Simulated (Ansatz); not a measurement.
**WC: pressure series**

The parent structure is WC (space group P-6m2, No. 187).

```
WC
1.0
    2.92196     0.00000     0.00000
   -1.46098     2.53050     0.00000
    0.00000     0.00000     2.84728
W C
1 1
Direct
  0.00000   0.00000   0.00000
  0.66667   0.33333   0.50000
```

Cell and atoms are relaxed at each pressure.

Calculations: PBE (Ansatz, an electronic-structure program, PAW, no SOC), earlier PAW set.

Notes on the quantities. enthalpy: H = E + PV relative to the base's energy.

```
variant           c/a ratio       enthalpy  volume per atom
----------------  ---------  -------------  ---------------
base                  0.974              –         10.53 Å³
pressure −2 GPa       0.974  -0.13 eV/atom         10.58 Å³
pressure −1 GPa       0.974  -0.07 eV/atom         10.55 Å³
pressure 0.3 GPa      0.975  +0.02 eV/atom         10.52 Å³
pressure 0.7 GPa      0.975  +0.05 eV/atom         10.51 Å³
pressure 1.5 GPa      0.975  +0.10 eV/atom         10.49 Å³
pressure 3 GPa        0.975  +0.20 eV/atom         10.45 Å³
pressure 5 GPa        0.976  +0.33 eV/atom         10.39 Å³
pressure 7.5 GPa      0.976  +0.49 eV/atom       (withheld)
pressure 10 GPa       0.977  +0.65 eV/atom         10.27 Å³
```

Problem. Fill in the withheld entries from the trend.

Solution. 
- pressure 7.5 GPa, volume per atom: 10.33 Å³

Load acts through the strain it causes; cell and atoms are relaxed under it. No phonon test of stability was made. No other phases were tried under pressure. The final runs are not spin-polarised.
